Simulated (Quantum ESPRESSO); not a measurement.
Band structure of BC7 (P-4m2, 8 atoms in the cell).

```xyz
8
Lattice="2.5184 0.0000 0.0000 0.0000 2.5184 0.0000 0.0000 0.0000 7.4943" Properties=species:S:1:pos:R:3 pbc="T T T"
B      0.0000     0.0000     3.7471
C      0.0000     0.0000     0.0000
C      0.0000     1.2592     0.8926
C      1.2592     0.0000     6.6017
C      0.0000     1.2592     4.8140
C      1.2592     0.0000     2.6803
C      1.2592     1.2592     1.8142
C      1.2592     1.2592     5.6801
```

Computed with PBEsol, GBRV 1.5 ultrasoft (PBESOL) pseudopotentials (plane waves; Quantum ESPRESSO).

Settings: ecutwfc = 40 Ry; ecutrho = 200 Ry; occupations = smearing; smearing = fermi-dirac; degauss = 0.0073499 Ry; potentials = {B: b_pbesol_v1.4.uspp.F.UPF, C: c_pbesol_v1.2.uspp.F.UPF}; K_POINTS = automatic 13 13 5 0 0 0; nbnd = 28; conv_thr = 1e-08 Ry.

The starting cell comes from a database of computed structures (which also holds hypothetical and non-ambient phases and stackings), without a prior relaxation at this level.

Levels in eV from the Fermi level, bands 12 to 19:
| point | 12 | 13 | 14 | 15 | 16 | 17 | 18 | 19 |
|---|---|---|---|---|---|---|---|---|
| Γ | -2.27 | -2.27 | 0.26 | 1.56 | 1.56 | 4.74 | 4.79 | 5.54 |
| X | -2.59 | -2.43 | -2.42 | -2.21 | 0.98 | 7.56 | 8.29 | 8.51 |
| M | -6.81 | -6.17 | -5.13 | -5.13 | -4.66 | 4.62 | 4.62 | 4.96 |
| Z | -1.55 | -1.16 | -0.91 | 0.78 | 0.78 | 4.71 | 4.73 | 5.68 |
| R | -3.54 | -2.82 | -2.55 | -2.45 | 0.98 | 8.15 | 8.29 | 8.66 |
| A | -6.73 | -6.12 | -5.50 | -5.50 | -5.18 | 6.22 | 6.22 | 6.44 |

Bands cross the Fermi level along this path, so the cell is metallic at this level.
